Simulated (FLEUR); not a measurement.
Worked example: self-consistent single point of HfRu₃ (P6_3/mmc, 8 atoms in the cell) in FLEUR.

Computed with PBEsol, all-electron FLAPW (FLEUR), scalar-relativistic valence.

The change in words: lattice scaled by 0.98. Reference geometry:
```
CELL_PARAMETERS angstrom
      5.66451     0.00000     0.00000
     -2.83225     4.90561     0.00000
      0.00000     0.00000     4.45928
ATOMIC_POSITIONS crystal
  Hf 0.66667 0.33333 0.25000
  Hf 0.33333 0.66667 0.75000
  Ru 0.32920 0.16460 0.75000
  Ru 0.67080 0.83540 0.25000
  Ru 0.16460 0.32920 0.25000
  Ru 0.83540 0.67080 0.75000
  Ru 0.83540 0.16460 0.75000
  Ru 0.16460 0.83540 0.25000
```

Reference input (self-consistent single point, DFT, PBEsol, all-electron FLAPW (FLEUR), scalar-relativistic valence): Kmax = 4.1 1/bohr; GmaxXC = 16.4 1/bohr; xcFunctional = PBEs; jspins = 1; l_soc = F; mode = gauss; fermiSmearingEnergy = 0.00367493 Htr; mesh (inpgen div1-3) = 4 4 5; inpgen gamma flag = true; Gmax = 16.4 1/bohr; numbands = 0; maxIterBroyd = 99. This run's input differs from it in these lines:

```diff
@@ -3,5 +3,5 @@
 &input film=f /
-10.7043730103 -0.0000001114 0.0000000000
--5.3521864087 9.2702590142 0.0000000000
-0.0000000000 0.0000000000 8.4268179130
+10.4902859572 -0.0000001160 0.0000000000
+-5.2451428782 9.0848541899 0.0000000000
+0.0000000000 0.0000000000 8.2582807989
 1.0
@@ -50,5 +50,5 @@
          <bravaisMatrix>
-            <row-1>   10.7043730102999994    -0.0000001114000000     0.0000000000000000</row-1>
-            <row-2>   -5.3521864086999997     9.2702590142000005     0.0000000000000000</row-2>
-            <row-3>    0.0000000000000000     0.0000000000000000     8.4268179130000007</row-3>
+            <row-1>   10.4902859571999993    -0.0000001160000000     0.0000000000000000</row-1>
+            <row-2>   -5.2451428782000002     9.0848541898999997     0.0000000000000000</row-2>
+            <row-3>    0.0000000000000000     0.0000000000000000     8.2582807988999996</row-3>
          </bravaisMatrix>
```

The program printed (abridged):

```
 Iteration:     1   Distance:      20.52906620 me/bohr^3
 Iteration:     2   Distance:      16.80526047 me/bohr^3
 Iteration:     3   Distance:       7.50178326 me/bohr^3
 Iteration:     4   Distance:       5.37988442 me/bohr^3
 Iteration:     5   Distance:       4.07268517 me/bohr^3
   [... 11 lines left out ...]
 Iteration:    17   Distance:       0.00008250 me/bohr^3
 Iteration:    18   Distance:       0.00001223 me/bohr^3
 Iteration:    19   Distance:       0.00001078 me/bohr^3
 Iteration:    20   Distance:       0.00000210 me/bohr^3
 Reset of history
 Run finished successfully
 Stop message:
   Structural relaxation: new displacements generated

[file out, last iteration]
             iter=     21
[...]
          total density-effective poten   -9.6610739207E+04
          total charge density-energy d   -1.4002080478E+03
 Updated energy parameters for spin:           1
[...]
 fermi energy and band-weighting factors:
   [... 10 lines left out ...]

[...]
FERMIE:
          first approx. to ef    (T=0)  :   0.570248 htr   (energy of the highest occ. eigenvalue)
          number of occ. states  (T=0)  :        816
          first approx. to seigv (T=0)  : -17.128215 htr
          sum of weights of occ. states :  68.012500
          sum of semicore charge        :   0.000000 e
          fermi energy=   0.57004 har   work function= -15.51151 ev
   [... lines left out ...]
          total moment                 =     0.00000
 Direct bandgap for spin            1 :    6.0151693908783166E-004  Htr
 ---->    free energy=                    -57364.0595651398 htr
   [... lines left out ...]
      extrapolation for T->0
 ---->    total electron energy=          -57364.0595651398 htr
 ***** TOTAL FORCES ON ATOMS *****
 TOTAL FORCE FOR ATOM TYPE=  1  X= -5.245   Y=  3.028   Z=  2.065
                       FX_TOT= 0.000000 FY_TOT= 0.000000 FZ_TOT= 0.000000
 TOTAL FORCE FOR ATOM TYPE=  2  X=  2.590   Y=  1.495   Z= -2.065
                       FX_TOT= 0.000055 FY_TOT= 0.000032 FZ_TOT= 0.000000
```

The run converged in 20 iterations. FLEUR gives forces in its relaxation mode, with a further iteration, so its stop message speaks of a relaxation. Against the reference run the total energy goes down by 11.5 meV/atom and the largest force goes from 0.066 to 0.003 eV/Å.

The starting cell comes from a database of computed structures (which also holds hypothetical and non-ambient phases and stackings), without a prior relaxation at this level. For this run, on top of that: lattice scaled by 0.98. Spin-orbit coupling is off. Spin polarisation is off. Values depend on the basis (sphere radii, cutoffs, local orbitals), which need not be converged. The log's line on a gap gives a spacing of levels on this mesh, which the program prints for metals too.

Cost on one core of a shared machine: roughly 4 min.
